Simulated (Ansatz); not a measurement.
This concerns the formation energy of H_i in Cu (fcc, Fm-3m). Reaction: 32 Cu (fcc) + 1/2 H2 (gas) → cell A.

A: a supercell of 32 sites of Cu (fcc, Fm-3m) with H off the lattice sites (6 Cu at 1.85 Å); spin state with PBE: run without spin.

Method: Ansatz (a quantum-chemistry and plane-wave program), PAW, neutral cells at 0 K with nuclei at rest, on structures from PBE. Ansatz runs with its default PAW set. Other levels take these structures. The lattices are those relaxed with PBE, so at other levels the solids can be strained, which adds to the spread. Larger cells are relaxed from a start prepared with the learned potential CHGNet, on a coarser mesh till forces fall under 0.03 eV/Å, which some starts already meet. A dispersion term (D3(BJ), or D4 for r2SCAN) was computed beside these levels and is taken off wherever the name lacks it. Mesh and cell size may move defect energies by 0.1 eV or more. Cell A has symmetry Pm-3m and got no random move, so less symmetric positions, which may lie lower, weren't tried.

Levels: PBE, PBE+D3(BJ), LDA, RPBE, r2SCAN, r2SCAN+D4.

Task: Is the change downhill or uphill at each level?

Result: uphill: PBE (0.41), PBE+D3(BJ) (0.19), RPBE (0.63), r2SCAN (0.31), r2SCAN+D4 (0.26); downhill: LDA (-0.14) (values in eV; within 0.05 eV of zero counts as too close to call). The levels span 0.77 eV, from LDA (-0.14) to RPBE (0.63). They disagree on the sign.
